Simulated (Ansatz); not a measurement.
Functionals compared on a constructed model of the (0001) surface of hcp Zr, a pseudomorphic layer of Os in the host's stacking (bottom of the slab: a bare face, its two planes held), in Ansatz (plane waves, PAW). The structure was relaxed with PBE; the other rows are single points on it. Cutoff 420 eV (500 eV for r2SCAN).

Model: 7-atom slab, 15.7 Å thick at the start, 13x13x1 mesh, Fermi-Dirac 0.1 eV, dipole correction, 2 atoms held, the rest relaxed; start symmetry kept, larger cells not searched; no spin, no spin-orbit, no U. It is one candidate, not shown to be the stable structure of the face. These notes are the PBE run's.

```
functional  work function of the top face (eV)  rough cost of the single point
----------  ----------------------------------  ------------------------------
PBE                                       4.26                               –
RPBE                                      4.10         roughly 29 core-seconds
r2SCAN                                    4.16  around 60 core-seconds (rough)
```

Ansatz is a quantum-chemistry and plane-wave program.
